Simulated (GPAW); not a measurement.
Band structure of Mg₃Zn (Pm-3m, 4 atoms in the cell).

```
Mg3Zn
1.0
    4.27552     0.00000     0.00000
    0.00000     4.27552     0.00000
    0.00000     0.00000     4.27552
Mg Zn
3 1
Direct
  0.50000   0.50000   0.00000
  0.00000   0.50000   0.50000
  0.50000   0.00000   0.50000
  0.00000   0.00000   0.00000
```

Level of theory: LDA (Perdew-Wang 92), GPAW PAW datasets LDA (gpaw-data 1.0.1) (plane waves; GPAW).

Settings: mode = pw; ecut = 850 eV; xc = LDA; kpts = 6 6 6; mesh shift (steps) = 0 0 0; occupations.name = fermi-dirac; occupations.width = 0.05 eV; nbands = -12; symmetry.symmorphic = false; symmetry.tolerance = 0.0005; maxiter = 120; bandpath_npoints = 40.

The starting cell comes from a database of computed structures (which also holds hypothetical and non-ambient phases and stackings), without a prior relaxation at this level.

Levels in eV from the Fermi level, bands 18 to 25:
```
point     18     19     20     21     22     23     24     25
-----  -----  -----  -----  -----  -----  -----  -----  -----
Γ      -7.07  -0.22  -0.22  -0.22  -0.17   1.84   1.84   7.31
X      -5.98  -5.43   1.43   1.43   1.99   2.14   2.14   2.92
M      -4.47  -3.46  -3.46  -3.18   2.96   3.54   4.26   4.26
R      -3.08  -1.85  -1.85  -1.85  -1.83  -0.68  -0.68  -0.68
```

Bands cross the Fermi level along this path, so the cell is metallic at this level.
